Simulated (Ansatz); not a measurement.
Ag (P6₃/mmc, No. 194, 4 atoms in the cell; start COD 1509194; another form than the element's usual one) was calculated with r²SCAN (plane waves, PAW; Ansatz, a first-principles code).

Numerical settings: plane-wave cutoff 560 eV, 24×24×6 k mesh (along the axes of the cell as run), Fermi–Dirac smearing 0.05 eV, no spin polarisation, scalar-relativistic PAW data made under PBE.

Cell (relaxed at this level):

```
Ag
1.0
    2.90057     0.00000     0.00000
   -1.45028     2.51197     0.00000
    0.00000     0.00000     9.49690
Ag
4
Direct
  0.33333   0.66667   0.25000
  0.66667   0.33333   0.75000
  0.00000   0.00000   0.00000
  0.00000   0.00000   0.50000
```

### Question
Estimate the bulk modulus B0 that the calculation returns.

### Answer

bulk modulus B0: 104 GPa

The run finds no gap.

Note: the bulk modulus is −V dP/dV from two relaxed cells at ±2 % in volume; the relaxation could not lower the start's symmetry, so the cell can be a saddle point above a distorted one.

Computed values are for the static lattice.

Cost on a shared machine: around 8 core-minutes (rough).
